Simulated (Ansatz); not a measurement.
BP under load (space group Imm2), r2SCAN with spin-orbit coupling, rigid bands run with Ansatz (an electronic-structure program). Condition of this run: uniaxial stress along [110] of 1 GPa (compression positive) (the target of the relaxation). Band gap 1.38 eV, N_c = 3.24e19 cm⁻³ and N_v = 1.59e19 cm⁻³ at 300 K, conductivity masses along x (a = (0.00, 2.27, 2.27) Å; b = (2.27, 0.00, 2.27) Å; c = (2.26, 2.26, 0.00) Å) of 0.356 mₑ (electrons) and 0.399 mₑ (holes). Take k_BT = 0.02585 eV.

Problem. A film of it is 2 nm thick, with its normal along the direction named. Estimate the confinement energies in an infinite well.

Solution. ħ²π²/(2m t²) = 0.376 eV·nm²/(m/mₑ × t²) gives 264 meV for electrons and 236 meV for holes, so the gap would widen to about 1.88 eV. Finite barriers and nonparabolic bands lower this, and with several valleys or bands the heaviest mass along the normal sets the lowest level, not this average.

Problem. Find the intrinsic carrier density and the intrinsic Fermi level.

Solution. n_i = √(N_c N_v) exp(−E_g/2k_BT) = 2.27e19 × exp(−26.69) = 5.8e7 cm⁻³. The level lies (k_BT/2) ln(N_v/N_c) = -9 meV from mid-gap (positive towards the conduction band). Each 0.1 eV added to the gap lowers n_i by a factor of 6.9.

Problem. What built-in voltage has an abrupt junction with N_A = 1e16 and N_D = 1e18 cm⁻³, all dopants ionised?

Solution. V_bi = E_g/e − (k_BT/e) ln(N_c N_v/(N_A N_D)) = 1.38 − 0.02585 × 10.85 = 1.10 V, for the computed gap.

Rigid bands with the computed gap; masses take one relaxation time for all states.
